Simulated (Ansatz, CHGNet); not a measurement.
For cubic perovskite KZnF3, the machine-learned potential CHGNet 0.3.0 (trained on PBE and PBE+U data) gives:

* **lattice parameter a**: 4.133 Å
* **elastic constant C11**: 112 GPa
* **elastic constant C44**: 27.9 GPa
* **Voigt–Reuss–Hill shear modulus**: 29.7 GPa

Q: What does r²SCAN in Ansatz (PAW) give for the same quantities?

A: 
- lattice constant a: 4.046 Å (decreases by 2.1 %)
- elastic constant C11: 145 GPa (increases by 29 %)
- elastic constant C44: 36.9 GPa (rises by 32 %)
- Voigt–Reuss–Hill shear modulus: 39.9 GPa (rises by 34 %)

For comparison: lattice constant a 4.055 Å (measured, room temperature, not corrected to a static lattice; as tabulated in Dubrovin et al. (2021), arXiv:2110.13026); elastic constant C11 134 ± 1 GPa (measured, temperature not stated, not corrected to a static lattice; as tabulated in Vaitheeswaran et al. (2016), arXiv:1609.00541); elastic constant C44 38.1 GPa (measured, temperature not stated, not corrected to a static lattice; as tabulated in Vaitheeswaran et al. (2016), arXiv:1609.00541).

Changes are worked out from the printed values.

Unless a cell is named, each level is at its own relaxed cell (CHGNet 0.3.0 14.12, r²SCAN 13.25 Å³/atom).

Caveats: the relaxation could not lower the start's symmetry, so the cell can be a saddle point above a distorted one (CHGNet 0.3.0, r²SCAN). Ansatz's density-functional and Hartree–Fock values are scalar-relativistic unless marked +SOC, with PAW data made under PBE.

Ansatz is a program for electronic structure.
